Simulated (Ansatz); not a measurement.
Rutile MgH2, treated with HSE06 in Ansatz (PAW).

Run with plane-wave cutoff 460 eV, 6×6×8 k mesh (along the axes of the cell as run), Fermi–Dirac smearing 0.01 eV, scalar-relativistic PAW data made under PBE.

Cell (measured lattice):

MgH2 is taken in the tetragonal space group P4₂/mnm (No. 136), the rutile structure, Pearson symbol tP6. Conventional cell: a = b = 4.5010 Å, c = 3.0100 Å, α = β = γ = 90.00°. Mg on 2a is surrounded by 6 H at 1.947 Å (octahedral). H on 4f is coordinated by 3 Mg at 1.947 Å (trigonal planar). (Neighbours: up to the widest gap in distance over summed covalent radii, below 1.35, at either atom; cation-cation and far metal-metal contacts left out.)

Task: Give the computed band gap, smallest direct gap on the k points sampled and direct gap at Γ.

Result: 
* **band gap**: 4.83 eV (indirect)
* **smallest direct gap on the k points sampled**: 5.73 eV
* **direct gap at Γ**: 6.22 eV

Note: cell and atoms aren't relaxed at this level (largest force component 0.04 eV/Å, pressure -0.5 GPa).

Computed values are for the static lattice.

Cost on a shared machine: about 3 core-minutes (a rough figure).

Ansatz is a program for electronic structure.
